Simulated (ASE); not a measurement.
InP (zinc blende), cell In32P32, begun in the crystal structure, above the temperature where the real material decomposes or loses its volatile element at ambient pressure [in the run: it stayed crystalline; mean temperature 954 K (target 1000 K)]; MD at a mean temperature of 954 K and a mean pressure of 0.0 GPa, 3.0 ps sampled (in preparation the cell's shape was held).

Task: What volume per atom; coordination of P (bonds up to In-P 3.54 Å) does the machine-learned potential CHGNet 0.3.0 (ASE) give?

Result: 
- volume per atom = 26.6 Å³
- coordination of P (bonds up to In-P 3.54 Å) = 3.99 (4-fold 98 %)
